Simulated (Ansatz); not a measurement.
# Ti: uniaxial strain ε_xx = +2.00 %

The reference is Ti in the hcp (Mg type) structure (space group P6_3/mmc, No. 194; a = 2.9016 Å, c = 4.5930 Å; relaxed with 0.1 eV smearing). Axes: x lies along a and z along c of the hexagonal cell.

It is then changed as follows: the cell is stretched by 2.00 % along x with no lateral relaxation, atoms relaxed at fixed cell.

Calculations: DFT with PBEsol, PAW potentials and a 420 eV plane-wave cutoff in Ansatz (a first-principles code), no spin-orbit coupling. Γ-centred 23×23×13 mesh, Fermi–Dirac width 0.1 eV.

The volume per atom increases by 0.335 Å³ to 17.08 Å³ and the space group becomes Cmcm (No. 63) (base: P6_3/mmc (No. 194)). The shortest interatomic distance grows by 0.0026 Å, from 2.843 Å to 2.845 Å and the energy goes up by 3.4 meV/atom. The band gap stays zero and the largest internal atomic displacement amounts to 0.022 Å. The stress (xx, yy, zz, yz, xz, xy; compression positive) comes out as (-3.1, -2.0, -1.6, 0.0, 0.0, 0.0) GPa.

Final structure:

```
Ti
1.0
    2.95967     0.00000     0.00000
   -1.47983     2.51289     0.00000
    0.00000     0.00000     4.59296
Ti
2
Direct
  0.67096   0.34193   0.75000
  0.32904   0.65807   0.25000
```

Whether these cells are dynamically stable was not tested. The final runs are not spin-polarised.
